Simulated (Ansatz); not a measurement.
Hf₂N₂O (P2₁/m, No. 11, 10 atoms in the cell; start mp-776205) was calculated with r²SCAN+SOC (Ansatz, a program for electronic structure, PAW).

Run with plane-wave cutoff 560 eV, 8×8×4 k mesh (along the axes of the cell as run), Fermi–Dirac smearing 0.01 eV, PAW data made under PBE.

Cell (relaxed with PBEsol):

Hf$_{2}$N$_{2}$O is taken in the monoclinic space group P2₁/m (No. 11), Pearson symbol mP10. Cell: a = 4.259 Å, b = 3.402 Å, c = 8.577 Å, α = γ = 90.00°, β = 100.67°. Hf1 on 2e has 4 N at 2.089–2.136 Å and 2 N at 2.416 Å. Hf2 on 2e has 2 O at 1.996 Å and 1 O at 2.180 Å and 1 N at 2.163 Å and 1 N at 2.296 Å and 2 N at 2.582 Å. N1 on 2e is coordinated by 3 Hf at 2.089–2.163 Å and 1 Hf at 2.296 Å. N2 on 2e has 2 Hf at 2.125–2.136 Å and 2 Hf at 2.416 Å and 2 Hf at 2.582 Å (octahedral). O on 2e sees 2 Hf at 1.996 Å and 1 Hf at 2.180 Å (trigonal pyramidal). (Neighbours: up to the widest gap in distance over summed covalent radii, below 1.35, at either atom; cation-cation and far metal-metal contacts left out.)

**Question.** Give the computed band gap and direct gap at Γ.

**Answer.** 
band gap: 1.53 eV (on the SCF k mesh)
direct gap at Γ: 2.62 eV

Note: cell and atoms aren't relaxed at this level (largest force component 0.23 eV/Å, pressure 2.4 GPa).

A start named mp-… is a Materials Project structure, which need not be a measured phase.
